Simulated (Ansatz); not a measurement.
We consider Te (Cmmm, No. 65, 4 atoms in the cell; start mp-1178952; another form than the element's usual one), described by PBEsol (Ansatz, a program for electronic structure, plane waves, PAW).

Excerpt of the program's output:

```
WARN the atoms were moved onto the symmetric positions of the space group found under crystal.symmetry.tolerance 1.0e-5 (fractional …
Relaxation: its limit of steps is 80 (relax.max_steps)
Crystal: 4 atoms, lattice volume = 122.510 Å³
Basis set: ecut = 520 eV, 3283 PW (Γ), exchange–correlation on 48×72×144 points (8 copies of the dense FFT grid, shifted against one another)
Bands: 39, of which v1, the nominal top of the filled ones, is band 32 counted from 1 (31 counted from 0)
Symmetry: 8 space group operations
Space group: Pmma (ITA 51), of the structure as read, at distance tolerance 5.0e-5 Å
k-points: 280 of 1296
Functional: x = pbesol(κ = 0.804, μ = 0.12345679012345678), c = pbesol(β = 0.046)
SCF iter   1: F=—  HF=-27605.959524 eV  |F-HF|=—  |Δ(HF+E_count)|=         —  Δρ=1.80e-3  dr2=1.33e-3
SCF iter   2: F=—  HF=-27605.955668 eV  |F-HF|=—  |Δ(HF+E_count)|=   3.86e-3  Δρ=4.61e-4  dr2=1.87e-4
  ...
SCF 1 converged in 6 iterations: F = -27605.955487 eV  dr2 = 1.09e-9
Crystal: 4 atoms, lattice volume = 122.510 Å³
Initial density: handed on by an earlier stage of this run
  ...
SCF 3 converged in 7 iterations: F = -27605.955620 eV  dr2 = 2.84e-13
Crystal: 4 atoms, lattice volume = 122.510 Å³
Basis set: ecut = 520 eV, 3271 PW (Γ), exchange–correlation on 48×72×144 points (8 copies of the dense FFT grid, shifted against one another)
SCF 4 converged in 4 iterations: F = -27605.956065 eV  dr2 = 8.53e-8
Crystal: 4 atoms, lattice volume = 122.510 Å³
Basis set: ecut = 520 eV, 3261 PW (Γ), exchange–correlation on 48×72×144 points (8 copies of the dense FFT grid, shifted against one another)
SCF 5 converged in 6 iterations: F = -27605.956061 eV  dr2 = 9.73e-13
Crystal: 4 atoms, lattice volume = 122.510 Å³
SCF 6 converged in 5 iterations: F = -27605.956065 eV  dr2 = 5.81e-12
Crystal: 4 atoms, lattice volume = 122.510 Å³
SCF iter   4: F=—  HF=-27605.956078 eV  |F-HF|=—  |Δ(HF+E_count)|=  1.75e-10  Δρ=1.12e-7  dr2=1.31e-11
SCF iter   5: F=-27605.956078 eV  HF=-27605.956078 eV  |F-HF|=1.46e-11  |Δ(HF+E_count)|=  1.46e-11  Δρ=2.66e-8  dr2=9.29e-13
SCF 7 converged in 5 iterations: F = -27605.956078 eV  dr2 = 9.29e-13
SCF converged after 5 iterations
Free energy (F): -27605.956078 eV
Internal energy: -27605.937040 eV  (E = F + TS)
E sigma→0 (E₀):  -27605.946559 eV
Fermi energy:    10.303803 eV
--- Forces (eV/Å), atoms counted from 1 ---
  atom   1  Te    -0.00000000     0.00000000     0.00000000
  atom   2  Te    -0.00000000     0.00000000     0.00000000
  atom   3  Te     0.00000000    -0.00019856     0.00000000
  atom   4  Te    -0.00000000     0.00019856     0.00000000
--- Stress (GPa, compression-positive) ---
        1.146301       0.000000      -0.000000
        0.000000       1.145897      -0.000000
       -0.000000      -0.000000       1.147505
  P = ⅓ Tr σ = 1.1466 GPa (11.466 kbar)
```

Task: Write an input file that could have produced this run (the log leaves some choices open).

Result: This is not unique; one that fits is 
Ansatz 0.2 input:
```yaml
crystal:
  lattice:
    - [3.1329324435, 0.0, 0.0]
    - [0.0, 4.3972757347, 0.0]
    - [0.0, 0.0, 8.8927726797]
  atoms:
    - { symbol: Te, position: [0.5, 0.5000051719, 0.759994272] }
    - { symbol: Te, position: [0.5, 0.4999948281, 0.259994272] }
    - { symbol: Te, position: [0.5, 0.9999300238, 0.010005728] }
    - { symbol: Te, position: [0.5, 0.0000699762, 0.510005728] }
basis:
  ecutwfc: 520
  ecutrho_ratio: 4
  xc_grid: 2
kpoints:
  mp_grid: { grid: [18, 12, 6] }
hamiltonian:
  xc: pbesol
  dispersion: none
  pseudopotentials: { kind: paw }
scf:
  occupations: { method: fermi_dirac, width: 0.05 }
output:
  forces: true
  stress: true
  eigenvalues: true
relax:
  f_tol: 0.004
  escape_saddle: false
  max_steps: 80
  cell: { stress_tol: 0.02, fix: [volume] }
```

The cell is one volume of an energy–volume scan, off the minimum.

The PAW data were made under PBE.

Note: the relaxation could not lower the start's symmetry, so the cell can be a saddle point above a distorted one.

A start named mp-… is a Materials Project structure, which need not be a measured phase.
